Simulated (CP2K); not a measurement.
Band structure of KAlO3 (Pm-3m, 5 atoms in the cell).

```
KAlO3
1.0
    3.88673     0.00000     0.00000
    0.00000     3.88673     0.00000
    0.00000     0.00000     3.88673
K Al O
1 1 3
Cartesian
  0.00000   0.00000   0.00000
  1.94337   1.94337   1.94337
  1.94337   1.94337   0.00000
  0.00000   1.94337   1.94337
  1.94337   0.00000   1.94337
```

Method of the run: PBEsol, GPW, DZVP-MOLOPT-PBE-GTH basis, GTH-PBE potentials (POTENTIAL_UZH) in CP2K.

Settings: CUTOFF = 500 Ry; REL_CUTOFF = 50 Ry; SMEAR/METHOD = FERMI_DIRAC; ELECTRONIC_TEMPERATURE = 1160.45 K; KPOINTS/SCHEME = MONKHORST-PACK 9 9 9; XC_FUNCTIONAL = PBE:PBESOL; K/BASIS_SET = DZVP-MOLOPT-PBE-GTH-q9; K/POTENTIAL = GTH-PBE-q9; Al/BASIS_SET = DZVP-MOLOPT-PBE-GTH-q3; Al/POTENTIAL = GTH-PBE-q3; O/BASIS_SET = DZVP-MOLOPT-PBE-GTH-q6; O/POTENTIAL = GTH-PBE-q6; METHOD = GPW; EPS_DEFAULT = 1e-10.

The starting cell comes from a database of computed structures (which also holds hypothetical and non-ambient phases and stackings), without a prior relaxation at this level. Its lattice was rescaled by a random factor within 2.5 % of one. Values carry the incompleteness of an atom-centred basis. The potentials were made for another functional than the one used. The run gives no clean gap (levels at the Fermi energy touch, overlap or are partly filled at this smearing), which alone does not show that the compound is a metal.

Levels in eV from the Fermi level, bands 12 to 17:
```json
[
 {"point": "Γ", "12": "-0.44", "13": "-0.44", "14": "0.05", "15": "0.05", "16": "0.05", "17": "6.32"},
 {"point": "X", "12": "-0.95", "13": "-0.93", "14": "-0.93", "15": "-0.33", "16": "-0.33", "17": "9.04"},
 {"point": "M", "12": "-1.29", "13": "-1.29", "14": "-0.91", "15": "-0.91", "16": "0.53", "17": "10.69"},
 {"point": "R", "12": "-1.28", "13": "-1.28", "14": "0.58", "15": "0.58", "16": "0.58", "17": "9.24"}
]
```

Bands cross the Fermi level along this path, so the cell is metallic at this level.

Higher empty bands are left out: an atom-centred basis made for the valence describes them poorly.
